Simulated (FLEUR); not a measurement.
Worked example: self-consistent single point of LiAl3 (I4/mmm, 4 atoms in the cell) in FLEUR.

Computed with PBEsol, all-electron FLAPW (FLEUR), scalar-relativistic valence.

The change in words: lattice scaled by 0.98. Reference geometry:
```yaml
crystal:
  lattice:
    - [-2.01826, 2.01826, 4.01818]
    - [2.01826, -2.01826, 4.01818]
    - [2.01826, 2.01826, -4.01818]
  atoms:
    - { symbol: Li, position: [0.00000, 0.00000, 0.00000] }
    - { symbol: Al, position: [0.75000, 0.25000, 0.50000] }
    - { symbol: Al, position: [0.25000, 0.75000, 0.50000] }
    - { symbol: Al, position: [0.50000, 0.50000, 0.00000] }
```

Reference input (self-consistent single point, DFT, PBEsol, all-electron FLAPW (FLEUR), scalar-relativistic valence): Kmax = 4.3 1/bohr; GmaxXC = 12.9 1/bohr; xcFunctional = PBEs; jspins = 1; l_soc = F; mode = hist; fermiSmearingEnergy = 0.00367493 Htr; mesh (inpgen div1-3) = 9 9 9; inpgen gamma flag = false; Gmax = 12.9 1/bohr; numbands = 0; maxIterBroyd = 15. This run's input differs from it in these lines:

```diff
@@ -3,6 +3,6 @@
 &input film=f /
--0.4094881631 0.4094881631 0.8152538799
-0.4094881631 -0.4094881631 0.8152538799
-0.4094881631 0.4094881631 -0.8152538799
-9.3139840200
+-0.4094882279 0.4094882279 0.8152538148
+0.4094882279 -0.4094882279 0.8152538148
+0.4094882279 0.4094882279 -0.8152538148
+9.1277041875
 1.0 1.0 1.0
@@ -46,5 +46,5 @@
          <bravaisMatrix>
-            <row-1>   -3.8139662074925536     3.8139662074925536     7.5932616096315986</row-1>
-            <row-2>    3.8139662074925536    -3.8139662074925536     7.5932616096315986</row-2>
-            <row-3>    3.8139662074925536     3.8139662074925536    -7.5932616096315986</row-3>
+            <row-1>   -3.7376874125347839     3.7376874125347839     7.4413956592253090</row-1>
+            <row-2>    3.7376874125347839    -3.7376874125347839     7.4413956592253090</row-2>
+            <row-3>    3.7376874125347839     3.7376874125347839    -7.4413956592253090</row-3>
          </bravaisMatrix>
```

Log, with long lists cut:

```
 Iteration:     1   Distance:       3.61461260 me/bohr^3
 Iteration:     2   Distance:       3.41871077 me/bohr^3
 Iteration:     3   Distance:       1.00004580 me/bohr^3
 Iteration:     4   Distance:       0.16393340 me/bohr^3
 Iteration:     5   Distance:       0.15359791 me/bohr^3
   [... 4 lines left out ...]
 Iteration:    10   Distance:       0.00023346 me/bohr^3
 Iteration:    11   Distance:       0.00011247 me/bohr^3
 Iteration:    12   Distance:       0.00001234 me/bohr^3
 Iteration:    13   Distance:       0.00000414 me/bohr^3
 Run finished successfully
 Stop message:
   Structural relaxation: Done

[file out, last iteration]
             iter=     14
[...]
          total density-effective poten   -1.1273527949E+03
          total charge density-energy d   -5.6271286759E+01
 Updated energy parameters for spin:           1
[...]
 fermi energy and band-weighting factors:
    0.471892

[...]
FERMIE:
          first approx. to ef    (T=0)  :   0.241733 htr   (energy of the highest occ. eigenvalue)
          number of occ. states  (T=0)  :        371
          first approx. to seigv (T=0)  :   0.877450 htr
          sum of weights of occ. states :   5.008230
          sum of semicore charge        :   0.000000 e
FERHIS:  Fermi-Energy by histogram:
          bandgap                     :   0.000655 htr
   [... lines left out ...]
          charge neutrality (T=0)     :   0.016461    (zero if the highest occ. eigenvalue is "entirely" occupied)
     EF_NEWTON:  Adjust Fermi-Energy by Newton-Method.
 Direct bandgap for spin            1 :    1.4437574605878828E-002  Htr
 ---->    free energy=                      -734.5108142745 htr
   [... lines left out ...]
 TOTAL FORCE FOR ATOM TYPE=  1  X=  0.000   Y=  0.000   Z=  0.000
                       FX_TOT= 0.000000 FY_TOT= 0.000000 FZ_TOT= 0.000000
 TOTAL FORCE FOR ATOM TYPE=  2  X=  3.738   Y=  0.000   Z= -3.721
                       FX_TOT= 0.000000 FY_TOT= 0.000000 FZ_TOT= 0.000000
 TOTAL FORCE FOR ATOM TYPE=  3  X=  0.000   Y=  0.000   Z=  7.441
                       FX_TOT= 0.000000 FY_TOT= 0.000000 FZ_TOT= 0.000000
 Structural relaxation: Done
```

The run converged in 13 iterations. FLEUR gives forces in its relaxation mode, with a further iteration, so its stop message speaks of a relaxation. Against the reference run the free energy goes up by 5.3 meV/atom.

The starting cell comes from a database of computed structures (which also holds hypothetical and non-ambient phases and stackings), without a prior relaxation at this level. Its lattice was rescaled by a random factor within 2.5 % of one. For this run, on top of that: lattice scaled by 0.98. Values depend on the basis (sphere radii, cutoffs, local orbitals), which need not be converged. The log's line on a gap gives a spacing of levels on this mesh, which the program prints for metals too.

Cost on one core of a shared machine: roughly 2 min.
